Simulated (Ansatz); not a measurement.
The structure below was relaxed with plane-wave PAW DFT at the PBE-D3(BJ) level (Ansatz, a quantum-chemistry and plane-wave program, 420 eV), without spin-orbit coupling, earlier PAW set, at pressure 3 GPa.

Space group R-3m, hexagonal axes (No. 166); a = 4.301 Å, b = 4.301 Å, c = 29.572 Å, α = 90.00°, β = 90.00°, γ = 120.00°

```tsv
atom	site	symmetry	x	y	z
Bi	6c	3m	0.0000	0.0000	0.4009
Te	3a	-3m	0.0000	0.0000	0.0000
Te	6c	3m	0.0000	0.0000	0.2068
```

Q: Write out a cell with all atoms.

A: 
```xyz
15
Lattice="4.3012 0.0000 0.0000 -2.1506 3.7249 0.0000 0.0000 0.0000 29.5723" Properties=species:S:1:pos:R:3 pbc="T T T"
Bi     2.1506     1.2416    21.7130
Bi     2.1506     1.2416    27.5742
Te     0.0000     0.0000     0.0000
Te     0.0000     2.4833    25.8294
Te     0.0000     0.0000    23.4579
Bi     0.0000     2.4833     1.9981
Bi     0.0000     2.4833     7.8593
Te     2.1506     1.2416     9.8574
Te     0.0000     0.0000     6.1145
Te     2.1506     1.2416     3.7430
Bi     0.0000     0.0000    11.8556
Bi     0.0000     0.0000    17.7168
Te     0.0000     2.4833    19.7149
Te     2.1506     1.2416    15.9719
Te     0.0000     2.4833    13.6004
```
This is the conventional cell.

Load acts through the strain it causes; cell and atoms are relaxed under it. Whether these cells are dynamically stable was not tested. The cell was made from Bi₂Te₃ in the Bi2Te3 type structure (space group R-3m, No. 166) by this change: pressure 3 GPa.
